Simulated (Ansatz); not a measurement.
Amorphous Ti20O37N2, 59 atoms at 3.64 g/cm³, one PBE-relaxed geometry, zone centre. Methods: PBE, scalar-relativistic without spin-orbit coupling (Ansatz, an electronic-structure program); r2SCAN, scalar-relativistic without spin-orbit coupling (Ansatz); HSE06, scalar-relativistic without spin-orbit coupling (Ansatz). Plane waves to 420 eV (r2SCAN 500 eV); exact exchange is cut at the cell's faces. At PBE the levels at the filled edge of the gap are localised (band-tail or defect states), and the nearest spread-out levels lie 2.7 eV apart at the zone centre. All rungs ran without spin polarisation.

A CHGNet melt-quench gave the starting glass, which DFT then relaxed. O and N atoms were pushed apart under 1.9 Å during the dynamics, to hinder bonds among them. The hot cell started wider than the set density and was brought back towards it in steps. It is the lowest in DFT energy of 2 quenches. It is a model cell: composition and starting density were chosen by hand, and all elements were melted together. No dispersion term was used. Its density started from a set value of 3.64 and ended at 3.64 g/cm³. The simulated quench (nominally 240 K/ps over its main leg) is rapid and tends to freeze in more defects than a deposited or slowly cooled glass has. A cell of this size samples the disorder only roughly. The volume was held where the preparation left it, at a PBE pressure of 0.9 GPa. Stress components on the final sampling reach 4.3 GPa.

The relaxation ran on the zone centre alone. At PBE the level gap is 2.07 eV on a 2×2×2 Γ-centred mesh, and the spacing at the zone centre alone 2.19 eV.

Problem. What zone-centre spacing does r2SCAN give, roughly?

Solution. 2.47 eV (+0.29 eV against PBE).

Problem. What zone-centre spacing does HSE06 give, roughly?

Solution. 3.48 eV (+1.30 eV against PBE).

The highest filled and the lowest empty state spread over these numbers of atoms (participation numbers): PBE: 4.1 and 14.7; r2SCAN: 4.0 and 14.4; HSE06: 6.1 and 15.3.
